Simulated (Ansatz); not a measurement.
Take CuI in the zinc blende structure (space group F-43m, No. 216) as the base.

```xyz
2
Lattice="0.0000 2.9309 2.9309 2.9309 0.0000 2.9309 2.9309 2.9309 0.0000" Properties=species:S:1:pos:R:3 pbc="T T T"
Cu     0.0000     0.0000     0.0000
I      1.4655     1.4655     1.4655
```

Cartesian axes are those of the cell as printed.

Calculations: Ansatz (a quantum-chemistry and plane-wave program), LDA, PAW, cutoff 420 eV, scalar-relativistic without spin-orbit coupling.

Base values:

```
Property    Value
--------  -------
Band gap  1.22 eV
```

The change: a pure shear with ε_xy = ε_yx = 0.0114, atoms relaxed at fixed cell.

### Question
What happens to the energy relative to the base?

### Answer
The energy increases by 1.1 meV/atom.

### Question
What happens to the band gap?

### Answer
The band gap falls by 0.03 eV to 1.19 eV.

With I present, leaving out spin-orbit coupling can change the band edges. The cells carry an imposed strain or load. No phonon test of stability was made. All final runs are without spin polarisation.
